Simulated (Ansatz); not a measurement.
The starting structures come from a database of crystals and need not be the phases stable at ambient conditions.

 Where the default PAW files enter, the runs use the earlier of Ansatz's two default sets.

The decay constant κ of evanescent states in the gap governs leakage through a thin film.

Consider the following.

```yaml
crystal:
  lattice:
    - [6.28623, 0.00000, 0.00000]
    - [0.00000, 6.28623, 0.00000]
    - [0.00000, 0.00000, 6.47482]
  atoms:
    - { symbol: Cs, position: [0.50000, 0.50000, 0.50000] }
    - { symbol: Sn, position: [0.00000, 0.00000, 0.00000] }
    - { symbol: I, position: [0.50000, 0.00000, 0.00000] }
    - { symbol: I, position: [0.00000, 0.50000, 0.00000] }
    - { symbol: I, position: [0.00000, 0.00000, 0.50000] }
```

Space group of this cell: P4/mmm. The cell is strained (lengths along the current scaled by 1.03, ions clamped); by r2SCAN its mean pressure is -0.9 GPa.

Transport runs along the normal of the first two printed cell vectors, the (001) (indices of the unstrained crystal) plane of the conventional cell.

The gap is the functional's own, uncorrected, and κ follows it; spin-orbit coupling is left out. Mid-gap values are interpolated between the computed energies.

### Question
Predict the band gap and the smallest decay constant κ at mid-gap from Ansatz (an electronic-structure program) with r2SCAN.

### Answer
Gap 0.60 eV on a 6×6×6 mesh; κ = 0.047 1/Å, at (0.500, 0.500) of the in-plane reciprocal vectors. At the zone centre, at the nearest computed energy, the slowest state has κ = 0.14 1/Å.
